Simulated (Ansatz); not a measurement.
# (Au,Pt): Au3Pt

A 16-atom cell of (Au,Pt) started in the face-centred cubic structure, site fractions Au 0.750, Pt 0.250, short-range order -0.06 among the nearest mixed sites of the first mixed sublattice (0 is random, a negative value favours unlike neighbours), space group P1 at the end.

The mixing enthalpy is taken against the end members in the face-centred cubic type, relaxed in the same cell and mesh.

All values below come from PBE (plane waves to 420 eV, PAW; Ansatz, a program for electronic structure). Scalar-relativistic, without spin–orbit coupling. Its k-point mesh 6×6×6, Fermi–Dirac width 0.05 eV.

The volume per atom is 17.31 Å³. The Au–Au bonds (within 1.22 times the sum of covalent radii) comes out as 2.912 Å on average, from 2.877 to 2.978 (53) and the Au–Pt bonds (within 1.22 times the sum of covalent radii) is 2.897 Å on average, from 2.851 to 2.965 (38). The Pt–Pt bonds (within 1.22 times the sum of covalent radii) is 2.868 Å on average, from 2.846 to 2.899 (5), the mixing enthalpy per site of the mixed sublattice comes out as 27 meV and the departure of the mean lattice parameter from Vegard's line is under 0.15 %, inside the noise of the relaxations.

```
CELL_PARAMETERS angstrom
      4.15374     4.09081     4.11598
      4.15906    -4.08610     4.10594
      4.12166    -4.09613    -4.07860
ATOMIC_POSITIONS crystal
  Au 0.00323 0.74971 0.75110
  Pt 0.25163 0.99649 0.75201
  Au 0.99929 0.49750 0.49913
  Au 0.49878 0.25032 0.75100
  Au 0.25155 0.75239 0.50172
  Au 0.74910 0.49977 0.75107
  Pt 0.99877 0.24981 0.25166
  Au 0.49618 0.99998 0.49835
  Au 0.25127 0.49982 0.24900
  Au 0.75169 0.25210 0.49680
  Pt 0.49816 0.74995 0.24511
  Au 0.00304 0.99999 0.00123
  Au 0.25102 0.24750 0.00093
  Au 0.74865 0.00290 0.24866
  Pt 0.50181 0.50392 0.00165
  Au 0.74582 0.74784 0.00058
```
